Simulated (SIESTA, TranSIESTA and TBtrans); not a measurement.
Rh chain with one N atom inserted

Device: Rh chain with one N atom inserted. Leads: straight Rh chain, spacing 2.3 Å. Geometry: as built, not relaxed.

Method: TranSIESTA and TBtrans, PBE, DZP numerical orbitals (energy shift 0.15 eV), PseudoDojo norm-conserving scalar-relativistic potentials, mesh cutoff 200 Ry, 300 K, spin-polarised (collinear), no spin-orbit coupling; self-consistent non-equilibrium Green functions.

```
Property                                                       Value
-------------------------------------------------------------  -----
Conductance at 300 K (G0 = 2e²/h)                               2.88
Mean T from −0.5 to 0.5 eV                                      2.84
Spin polarisation of the conductance, (up − down)/(up + down)  -0.04
```

Energies count from the leads' Fermi level. Transmissions are for each spin. The energy step is 0.01 eV; narrower resonances are cut or missed.

| E (eV) | T up | T down | lead channels up | down |
|---|---|---|---|---|
| -2.00 | 2.67 | 2.66 | 3 | 3 |
| -1.90 | 2.70 | 2.68 | 3 | 3 |
| -1.80 | 2.72 | 2.71 | 3 | 3 |
| -1.70 | 2.75 | 2.74 | 3 | 3 |
| -1.60 | 2.78 | 2.77 | 3 | 3 |
| -1.50 | 2.82 | 2.80 | 3 | 3 |
| -1.40 | 2.85 | 2.84 | band edge | 3 |
| -1.30 | 2.89 | 2.87 | 5 | 3 |
| -1.20 | 2.92 | 2.91 | 6 | 3 |
| -1.10 | 2.94 | 2.95 | 6 | 3 |
| -1.00 | 2.95 | 2.98 | 6 | 4 |
| -0.90 | 2.96 | 2.98 | 6 | band edge |
| -0.80 | 2.97 | 2.99 | 6 | band edge |
| -0.70 | 2.97 | 2.99 | 6 | 6 |
| -0.60 | 2.97 | 3.00 | 6 | 6 |
| -0.50 | 3.06 | 3.01 | band edge | 6 |
| -0.40 | 2.94 | 3.00 | 4 | 6 |
| -0.30 | 2.91 | 3.00 | 4 | 6 |
| -0.20 | 2.88 | 3.00 | 4 | 6 |
| -0.10 | 2.83 | 2.99 | 4 | 6 |
| 0.00 | 2.77 | 3.00 | 4 | 6 |
| 0.10 | 2.68 | 2.97 | 4 | band edge |
| 0.20 | 2.55 | 2.96 | 4 | 4 |
| 0.30 | 2.38 | 2.94 | 4 | 4 |
| 0.40 | 2.15 | 2.91 | 4 | 4 |
| 0.50 | 1.84 | 2.88 | 4 | 4 |
| 0.60 | 1.44 | 2.82 | 4 | 4 |
| 0.70 | 1.16 | 2.74 | 3 | 4 |
| 0.80 | 1.08 | 2.60 | 3 | 4 |
| 0.90 | 0.98 | 2.39 | 1 | 4 |
| 1.00 | 0.98 | 2.01 | 1 | 4 |
| 1.10 | 0.89 | 1.58 | 1 | 3 |
| 1.20 | 0.78 | 1.05 | 1 | band edge |
| 1.30 | 0.69 | 0.97 | 1 | 1 |
| 1.40 | 0.62 | 0.87 | 1 | 1 |
| 1.50 | 0.56 | 0.77 | 1 | 1 |
| 1.60 | 0.51 | 0.67 | 1 | 1 |
| 1.70 | 0.48 | 0.60 | 1 | 1 |
| 1.80 | 0.45 | 0.54 | 1 | 1 |
| 1.90 | 0.42 | 0.49 | 1 | 1 |
| 2.00 | 0.40 | 0.45 | 1 | 1 |

The magnetic order of the leads was set by the start, and no other order was tried; the separate lead runs end at 0.62 (left) and 0.62 (right) μB an atom. The straight chain is held at its spacing; free chains may zigzag or dimerise.
